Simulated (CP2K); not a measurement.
Input and output of a self-consistent single point for HgSe (F-43m, 2 atoms in the cell) (CP2K).

Method: LDA (Pade form), GPW, DZVP-MOLOPT-SR-GTH basis, GTH-PADE potentials (GTH_POTENTIALS) run with CP2K.

```yaml
crystal:
  lattice:
    - [4.22999, 0.00000, 0.00000]
    - [2.11500, 3.66328, 0.00000]
    - [2.11500, 1.22109, 3.45377]
  atoms:
    - { symbol: Hg, position: [0.00000, 0.00000, 0.00000] }
    - { symbol: Se, position: [0.25000, 0.25000, 0.25000] }
```

Reference input (self-consistent single point, DFT PBE, GPW, DZVP-MOLOPT-SR-GTH basis, GTH-PBE potentials (GTH_POTENTIALS)): CUTOFF = 500 Ry; REL_CUTOFF = 50 Ry; SMEAR/METHOD = FERMI_DIRAC; ELECTRONIC_TEMPERATURE = 232.09 K; KPOINTS/SCHEME = MONKHORST-PACK 8 8 8; GAMMA_CENTERED = T; XC_FUNCTIONAL = PBE; Hg/BASIS_SET = DZVP-MOLOPT-SR-GTH-q12; Hg/POTENTIAL = GTH-PBE-q12; Se/BASIS_SET = DZVP-MOLOPT-SR-GTH-q6; Se/POTENTIAL = GTH-PBE-q6; METHOD = GPW. This run's input differs from it in these lines:

```diff
@@ -43,3 +43,3 @@
     &XC
-      &XC_FUNCTIONAL PBE
+      &XC_FUNCTIONAL PADE
       &END XC_FUNCTIONAL
@@ -74,3 +74,3 @@
       BASIS_SET DZVP-MOLOPT-SR-GTH-q12
-      POTENTIAL GTH-PBE-q12
+      POTENTIAL GTH-PADE-q12
     &END KIND
@@ -78,3 +78,3 @@
       BASIS_SET DZVP-MOLOPT-SR-GTH-q6
-      POTENTIAL GTH-PBE-q6
+      POTENTIAL GTH-PADE-q6
     &END KIND
```

Output (repeated stretches shortened):

```
 SCF WAVEFUNCTION OPTIMIZATION

  Step     Update method      Time    Convergence         Total energy    Change
     1 NoMix/Diag. 0.20E+00      -     1.00023291       -50.8255803935 -5.08E+01
     2 Broy./Diag. 0.20E+00      -     0.05158075       -51.2409384203 -4.15E-01
     3 Broy./Diag. 0.20E+00      -     0.08068424       -50.9177659914  3.23E-01
     4 Broy./Diag. 0.20E+00      -     0.00873314       -50.6835910503  2.34E-01
     5 Broy./Diag. 0.20E+00      -     0.00580255       -50.6535282444  3.01E-02
     6 Broy./Diag. 0.20E+00      -     0.00210872       -50.6671904680 -1.37E-02
   [... 3 lines left out ...]
    10 Broy./Diag. 0.20E+00      -     0.00000308       -50.6752132054 -7.00E-05
    11 Broy./Diag. 0.20E+00      -     0.00000140       -50.6752199436 -6.74E-06
    12 Broy./Diag. 0.20E+00      -     0.00000015       -50.6752121065  7.84E-06
    13 Broy./Diag. 0.20E+00      -     0.00000004       -50.6752117291  3.77E-07
  *** SCF run converged in    13 steps ***

  Overlap energy of the core charge distribution:               0.00000000914508
  Self energy of the core charge distribution:                -91.17862619564360
  Core Hamiltonian energy:                                     26.18201944271690
  Hartree energy:                                              22.26705543895321
  Exchange-correlation energy:                                 -7.94565491757597
  Electronic entropic energy:                                  -0.00000550666594
  Fermi energy:                                                 0.16426383092022

  Total energy:                                               -50.67521172907033
  Total energy (extrapolated to T->0):                        -50.67520897573736

                     Mulliken Population Analysis

   [... lines left out ...]

 STRESS| Analytical stress tensor [bar]
 STRESS|                        x                   y                   z
 STRESS|      x        3.28545444414E+04   2.35753458510E-02   1.66474203827E-02
 STRESS|      y        2.35753458510E-02   3.28545516974E+04  -2.73940039541E-02
 STRESS|      z        1.66474203827E-02  -2.73940039541E-02   3.28544144084E+04
 STRESS| 1/3 Trace                                             3.28545035157E+04
```

The run converged in 13 iterations. Against the reference run the pressure goes from 9.07 to 3.29 GPa.

The starting cell has typed, rounded lattice constants, without a prior relaxation at this level. Its lattice was rescaled by a random factor within 2.5 % of one. Values carry the incompleteness of an atom-centred basis. With a pressure of about 3 GPa the cell is away from its equilibrium volume at this level. The run gives no clean gap (levels at the Fermi energy touch, overlap or are partly filled at this smearing), which alone does not show that the compound is a metal.
